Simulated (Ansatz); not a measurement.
SiO2: response to strain

Start from SiO2 (space group P3_221, No. 154; a = 4.866 Å, c = 5.365 Å).

Strains are applied to the cell and any free atomic positions relax.

Calculations: LDA (Ansatz, a first-principles code, PAW, no spin-orbit coupling).

Notes on the quantities. energy relative to the base: free energy F.

| case | volume per atom | smallest direct gap | band gap | energy relative to the base | largest internal atomic displacement |
|---|---|---|---|---|---|
| base | 12.22 Å³ | 6.12 eV | 5.83 eV | 0 meV/atom | – |
| isotropic strain +0.75 % | 12.50 Å³ | ___ | 5.76 eV | +0.6 meV/atom | 0.044 Å |
| isotropic strain +1.50 % | 12.78 Å³ | 6.02 eV | 5.69 eV | +2.5 meV/atom | 0.095 Å |
| isotropic strain +3.00 % | 13.36 Å³ | ___ | 5.54 eV | ___ | 0.229 Å |

Problem. Fill in the withheld entries from the trend.

Solution. 
- isotropic strain +0.75 %, smallest direct gap: 6.07 eV
- isotropic strain +3.00 %, smallest direct gap: 5.89 eV
- isotropic strain +3.00 %, energy relative to the base: +9.1 meV/atom

Whether these cells are dynamically stable was not tested.
